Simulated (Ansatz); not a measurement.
Base system: CuI in the zinc blende structure (space group F-43m, No. 216).

```cif
data_Cu4I4
_chemical_formula_sum 'Cu4 I4'
_space_group_name_H-M_alt 'F-43m'
_space_group_IT_number 216
_space_group_name_Hall 'F -4 2 3'
_cell_length_a 5.93932
_cell_length_b 5.93932
_cell_length_c 5.93932
_cell_angle_alpha 90.000
_cell_angle_beta 90.000
_cell_angle_gamma 90.000
loop_
_atom_site_label
_atom_site_type_symbol
_atom_site_symmetry_multiplicity
_atom_site_Wyckoff_symbol
_atom_site_fract_x
_atom_site_fract_y
_atom_site_fract_z
_atom_site_occupancy
Cu1 Cu 4 a 0.00000 0.00000 0.00000 1
I1 I 4 d 0.75000 0.75000 0.75000 1
```
(The calculation used a cell of 2 atoms; values per cell refer to that cell.)

The values are results of PBEsol (Ansatz, a first-principles code; PAW; 420 eV plane waves; scalar-relativistic without spin-orbit coupling), not measurements.

Strains are applied to the cell and any free atomic positions relax.

One change was made to it. Results:

| quantity | base | after |
|---|---|---|
| hole mass (degenerate bands, along [100]) | 0.20, 0.64, 0.64 mₑ (at Γ) | 0.20, 0.66, 0.66 mₑ (at Γ) |
| pressure | 0.00 GPa | -0.71 GPa |
| energy relative to the base (free energy F) | 0 meV/atom | +0.9 meV/atom |
| valley order (the lowest conduction-band minima on the path, energy above the VBM, named in the base's zone) | Γ 1.17 eV; L along ⟨111⟩ 2.11 eV; X along ⟨100⟩ 2.47 eV | Γ 1.13 eV; L along ⟨111⟩ 2.10 eV; X along ⟨100⟩ 2.51 eV |

Name the change that was made.
A) isotropic strain +3.00 %
B) isotropic strain −1.50 %
C) isotropic strain −2.50 %
D) isotropic strain +0.50 %
E) isotropic strain +2.50 %

D, isotropic strain +0.50 %. For comparison, the valley order in the other runs: isotropic strain +3.00 % gives Γ 0.94 eV; L along ⟨111⟩ 2.04 eV; X along ⟨100⟩ 2.66 eV; isotropic strain +2.50 % gives Γ 0.98 eV; L along ⟨111⟩ 2.06 eV; X along ⟨100⟩ 2.63 eV; isotropic strain −1.50 % gives Γ 1.31 eV; L along ⟨111⟩ 2.15 eV; X along ⟨100⟩ 2.37 eV; isotropic strain −2.50 % gives Γ 1.40 eV; L along ⟨111⟩ 2.17 eV; X along ⟨100⟩ 2.30 eV.

With I present, leaving out spin-orbit coupling can change the band edges. The levels and masses belong to the bands next to the band gap. Masses are band curvatures over ±0.01 Å⁻¹ around the edge. Stability against distortions was not tested. All final runs are without spin polarisation.
